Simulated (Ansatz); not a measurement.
HfO2 (Pca2₁, No. 29, 12 atoms in the cell; start mp-685097; a measured phase of this formula has another space group), treated with PBE in Ansatz (PAW).

Input:

Ansatz 0.2 input:
```yaml
crystal:
  lattice:
    - [5.2935808232, 0.0, 0.0]
    - [0.0, 5.0692610791, 0.0]
    - [0.0, 0.0, 5.1012589505]
  atoms:
    - { symbol: Hf, position: [0.0326313732, 0.2663073588, 0.2399802321] }
    - { symbol: Hf, position: [0.9673686268, 0.7336926412, 0.7399802321] }
    - { symbol: Hf, position: [0.4673686268, 0.2663073588, 0.7399802321] }
    - { symbol: Hf, position: [0.5326313732, 0.7336926412, 0.2399802321] }
    - { symbol: O, position: [0.3653833202, 0.067604665, 0.3831796389] }
    - { symbol: O, position: [0.6346166798, 0.932395335, 0.8831796389] }
    - { symbol: O, position: [0.1346166798, 0.067604665, 0.8831796389] }
    - { symbol: O, position: [0.8653833202, 0.932395335, 0.3831796389] }
    - { symbol: O, position: [0.7292701266, 0.4628150286, 0.489840129] }
    - { symbol: O, position: [0.2707298734, 0.5371849714, 0.989840129] }
    - { symbol: O, position: [0.7707298734, 0.4628150286, 0.989840129] }
    - { symbol: O, position: [0.2292701266, 0.5371849714, 0.489840129] }
basis:
  ecutwfc: 520
  ecutrho_ratio: 4
  xc_grid: 2
kpoints:
  mp_grid: { grid: [8, 8, 8] }
  band_path:
    path:
      - [0.0, 0.0, 0.0]
      - [0.1, 0.0, 0.0]
      - [0.2, 0.0, 0.0]
      - [0.3, 0.0, 0.0]
      - [0.4, 0.0, 0.0]
      - [0.5, 0.0, 0.0]
      - [0.5, 0.1, 0.0]
      - [0.5, 0.2, 0.0]
      - [0.5, 0.3, 0.0]
      - [0.5, 0.4, 0.0]
      - [0.5, 0.5, 0.0]
      - [0.4, 0.5, 0.0]
      - [0.3, 0.5, 0.0]
      - [0.2, 0.5, 0.0]
      - [0.1, 0.5, 0.0]
      - [0.0, 0.5, 0.0]
      - [0.0, 0.4, 0.0]
      - [0.0, 0.3, 0.0]
      - [0.0, 0.2, 0.0]
      - [0.0, 0.1, 0.0]
      - [0.0, 0.0, 0.1]
      - [0.0, 0.0, 0.2]
      - [0.0, 0.0, 0.3]
      - [0.0, 0.0, 0.4]
      - [0.0, 0.0, 0.5]
      - [0.1, 0.0, 0.5]
      - [0.2, 0.0, 0.5]
      - [0.3, 0.0, 0.5]
      - [0.4, 0.0, 0.5]
      - [0.5, 0.0, 0.5]
      - [0.5, 0.1, 0.5]
      - [0.5, 0.2, 0.5]
      - [0.5, 0.3, 0.5]
      - [0.5, 0.4, 0.5]
      - [0.5, 0.5, 0.5]
      - [0.4, 0.5, 0.5]
      - [0.3, 0.5, 0.5]
      - [0.2, 0.5, 0.5]
      - [0.1, 0.5, 0.5]
      - [0.0, 0.5, 0.5]
      - [0.0, 0.4, 0.5]
      - [0.0, 0.3, 0.5]
      - [0.0, 0.2, 0.5]
      - [0.0, 0.1, 0.5]
      - [0.5, 0.0, 0.1]
      - [0.5, 0.0, 0.2]
      - [0.5, 0.0, 0.3]
      - [0.5, 0.0, 0.4]
      - [0.0, 0.5, 0.1]
      - [0.0, 0.5, 0.2]
      - [0.0, 0.5, 0.3]
      - [0.0, 0.5, 0.4]
      - [0.5, 0.5, 0.1]
      - [0.5, 0.5, 0.2]
      - [0.5, 0.5, 0.3]
      - [0.5, 0.5, 0.4]
    npoints: 1
hamiltonian:
  xc: pbe
  dispersion: none
  pseudopotentials: { kind: paw }
scf:
  occupations: { method: fermi_dirac, width: 0.01 }
  convergence: { dr2_threshold: 0.0000000012 }
output:
  forces: true
  stress: true
  eigenvalues: true
  write_bands: true
```

Excerpt of the program's output:

```
Crystal: 12 atoms, lattice volume = 136.890 Å³
Basis set: ecut = 520 eV, 3715 PW (Γ), exchange–correlation on 80×80×80 points (8 copies of the dense FFT grid, shifted against one another)
Bands: 92, of which v1, the nominal top of the filled ones, is band 76 counted from 1 (75 counted from 0)
Symmetry: 4 space group operations
Space group: Pca21 (ITA 29), of the structure as read, at distance tolerance 5.2e-5 Å
k-points: 125 of 512 (time reversal used)
Functional: x = pbe(κ = 0.804, μ = 0.2195149727645171), c = pbe(β = 0.06672455060314922)
SCF iter   1: F=—  HF=-67446.450357 eV  |F-HF|=—  |Δ(HF+E_count)|=         —  Δρ=3.59e-3  dr2=1.28e-2
SCF iter   2: F=—  HF=-67446.450398 eV  |F-HF|=—  |Δ(HF+E_count)|=   4.08e-5  Δρ=1.72e-3  dr2=1.67e-3
  ...
SCF iter   8: F=—  HF=-67446.451138 eV  |F-HF|=—  |Δ(HF+E_count)|=   3.88e-8  Δρ=4.20e-6  dr2=1.80e-8
SCF iter   9: F=-67446.451138 eV  HF=-67446.451138 eV  |F-HF|=1.75e-10  |Δ(HF+E_count)|=   2.91e-9  Δρ=9.15e-7  dr2=1.04e-9
SCF 1 converged in 9 iterations: F = -67446.451138 eV  dr2 = 1.04e-9
SCF converged after 9 iterations
Free energy (F): -67446.451138 eV
Internal energy: -67446.451138 eV  (E = F + TS)
E sigma→0 (E₀):  -67446.451138 eV
Fermi energy:    16.651637 eV
--- Forces (eV/Å), atoms counted from 1 ---
  atom   1  Hf    -0.00027149     0.00226079    -0.00036177
  atom   2  Hf     0.00027149    -0.00226079    -0.00036177
  atom   3  Hf     0.00027149     0.00226079    -0.00036177
  atom   4  Hf    -0.00027149    -0.00226079    -0.00036177
  atom   5  O     -0.00010531     0.00038177     0.00022385
  atom   6  O      0.00010531    -0.00038177     0.00022385
  atom   7  O      0.00010531     0.00038177     0.00022385
  atom   8  O     -0.00010531    -0.00038177     0.00022385
  atom   9  O     -0.00082445    -0.00064060     0.00013838
  atom  10  O      0.00082445     0.00064060     0.00013838
  atom  11  O      0.00082445    -0.00064060     0.00013838
  atom  12  O     -0.00082445     0.00064060     0.00013838
--- Stress (GPa, compression-positive) ---
       -0.004838       0.000000       0.000000
        0.000000      -0.002617       0.000000
        0.000000       0.000000      -0.007772
  P = ⅓ Tr σ = -0.0051 GPa (-0.051 kbar)
```

A start named mp-… is a Materials Project structure, which need not be a measured phase.

Ansatz is a quantum-chemistry and plane-wave program.
